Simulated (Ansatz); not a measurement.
The starting structures come from a database of crystals and need not be the phases stable at ambient conditions.

The decay constant κ of evanescent states in the gap governs leakage through a thin film.

Here is the system:

```yaml
crystal:
  lattice:
    - [5.65569, 0.00000, 0.00000]
    - [2.82784, 6.71192, 0.00000]
    - [0.00000, 2.66421, 6.77897]
  atoms:
    - { symbol: V, position: [0.83431, 0.33138, 0.35203] }
    - { symbol: V, position: [0.16569, 0.66862, 0.64797] }
    - { symbol: Bi, position: [0.48708, 0.02584, 0.74969] }
    - { symbol: Bi, position: [0.51292, 0.97416, 0.25031] }
    - { symbol: Pb, position: [0.84232, 0.31536, 0.88752] }
    - { symbol: Pb, position: [0.15768, 0.68464, 0.11248] }
    - { symbol: O, position: [0.73687, 0.00000, 0.00000] }
    - { symbol: O, position: [0.26313, 0.00000, 0.00000] }
    - { symbol: O, position: [0.30443, 0.39114, 0.71414] }
    - { symbol: O, position: [0.69557, 0.60886, 0.28586] }
    - { symbol: O, position: [0.38378, 0.73116, 0.75938] }
    - { symbol: O, position: [0.61622, 0.26884, 0.24062] }
    - { symbol: O, position: [0.11494, 0.26884, 0.24062] }
    - { symbol: O, position: [0.88506, 0.73116, 0.75938] }
    - { symbol: O, position: [0.10018, 0.79964, 0.39324] }
    - { symbol: O, position: [0.89982, 0.20036, 0.60676] }
```

Space group of this cell: C2/m. The cell is taken as given; by PBEsol its mean pressure is -6.5 GPa.

Transport runs along the normal of the first two printed cell vectors.

No gap correction and no spin-orbit coupling; mid-gap values are interpolated between computed energies.

Problem. Compute, with PBEsol (Ansatz, a first-principles code), the band gap and the smallest decay constant κ at mid-gap.

Solution. Gap 2.31 eV on a 6×6×6 mesh; κ = 0.322 1/Å, at (0.000, 0.333) of the in-plane reciprocal vectors. At the zone centre, at the nearest computed energy, the slowest state has κ = 0.41 1/Å.
